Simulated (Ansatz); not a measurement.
**A computed series for TiB2: response to strain**

The reference is TiB$_{2}$ (space group P6/mmm, No. 191).

```
CELL_PARAMETERS angstrom
      3.01738     0.00000     0.00000
     -1.50869     2.61313     0.00000
      0.00000     0.00000     3.18507
ATOMIC_POSITIONS crystal
  Ti 0.00000 0.00000 0.00000
  B  0.33333 0.66667 0.50000
  B  0.66667 0.33333 0.50000
```

Cartesian axes are those of the cell as printed.

Strains are applied to the cell and any free atomic positions relax.

Level of theory: plane-wave PAW DFT at the PBEsol level (Ansatz, an electronic-structure program, 420 eV), scalar-relativistic without spin-orbit coupling.

Notes on the quantities. pressure: mean of the normal stresses, compression positive; energy relative to the base: free energy F.

| case | pressure | energy relative to the base | volume per atom | space group |
|---|---|---|---|---|
| base | 0.0 GPa | 0 meV/atom | 8.37 Å³ | P6/mmm (No. 191) |
| isotropic strain −4.20 % | 44.1 GPa | +126 meV/atom | 7.36 Å³ | P6/mmm (No. 191) |
| isotropic strain −2.33 % | ___ | ___ | 7.80 Å³ | P6/mmm (No. 191) |
| uniaxial strain ε_xx = +1.63 % | -4.4 GPa | +4.6 meV/atom | 8.51 Å³ | Cmmm (No. 65) |
| uniaxial strain ε_zz = −1.77 % | ___ | +3.9 meV/atom | 8.22 Å³ | P6/mmm (No. 191) |
| uniaxial strain ε_zz = +1.37 % | -3.0 GPa | ___ | 8.49 Å³ | P6/mmm (No. 191) |

Q: Fill in the withheld entries from the trend.

A: 
- isotropic strain −2.33 %, pressure: 21.7 GPa
- isotropic strain −2.33 %, energy relative to the base: +37 meV/atom
- uniaxial strain ε_zz = −1.77 %, pressure: 4.3 GPa
- uniaxial strain ε_zz = +1.37 %, energy relative to the base: +2.2 meV/atom

The mesh was chosen for an insulator and is coarse for the gapless case. Without a gap, meshes like the base's 13×13×10 leave anisotropic stresses uncertain by several tenths of a GPa, and small strain energies with them. No phonon test of stability was made. All final runs are without spin polarisation.
